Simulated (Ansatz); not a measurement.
# Zn (P6_3/mmc): resistivity and electron-phonon coupling

```
Zn
1.0
    2.60034     0.00000     0.00000
   -1.30017     2.25196     0.00000
    0.00000     0.00000     4.58390
Zn
2
Direct
  0.33333   0.66667   0.25000
  0.66667   0.33333   0.75000
```

All values below come from LDA, DFPT electron-phonon coupling, linearised Boltzmann equation (plane waves, PAW, scalar-relativistic; Ansatz, a program for electronic structure). Condition of this run: functional LDA. How the cell was made: relaxed with this functional, without spin-orbit coupling.

```
Item                                                                                                                                 Result
--------------------------------------------------------------------------------------------------  ---------------------------------------
resistivity at 100 K                                                                                     1.32 (x), 1.32 (y), 1.39 (z) μΩ·cm
resistivity at 77 K                                                                                      0.85 (x), 0.85 (y), 0.96 (z) μΩ·cm
electron mean free path at 100 K (weighted by the current that each state carries)                                91 (x), 91 (y), 61 (z) nm
resistivity times mean free path for one path shared by all states (from the Fermi surface's area)  11.1 (x), 11.1 (y), 7.2 (z) ×10⁻¹⁶ Ω·m²
```

A metal at this level (no band gap). Only scattering by harmonic phonons is included (no impurities, grain boundaries, electron-electron scattering or thermal expansion). Spin-orbit coupling is left out. The squared frequency of the phonon mode least converged on the k mesh is uncertain by about 21 %. Halving the electron mesh (36x36x20) moves the resistivity by up to 15 % at 100 K, the mean free path by up to 10 %. Smearing 0.20 eV; phonons on a 6x6x3 q mesh, which this run doesn't test and which matters most at low temperature.
